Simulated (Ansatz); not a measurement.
The starting structures come from a database of crystals and need not be the phases stable at ambient conditions.

The decay constant κ of evanescent states in the gap governs leakage through a thin film.

```
CuK5Sb2
1.0
    5.94940     0.00000     0.00000
    2.97470     9.51948     0.00000
    2.97470     0.92955     5.06779
K Cu Sb
5 1 2
Direct
  0.50000   0.50000   0.50000
  0.36467   0.90598   0.36467
  0.63533   0.09402   0.63533
  0.21679   0.34963   0.21679
  0.78321   0.65037   0.78321
  0.00000   0.00000   0.00000
  0.08828   0.73516   0.08828
  0.91172   0.26484   0.91172
```

Space group of this cell: R-3m. The cell is taken as given.

Transport runs along the normal of the first two printed cell vectors, the (101) plane of the conventional cell.

The gap is the functional's own. No spin-orbit coupling. Mid-gap values are interpolated on the energy grid.

Task: Estimate the band gap and the smallest decay constant κ at mid-gap that PBEsol run with Ansatz (a quantum-chemistry and plane-wave program) returns for this system.

Result: Gap 0.75 eV on a 6×6×6 mesh; κ = 0.119 1/Å, at the zone centre.
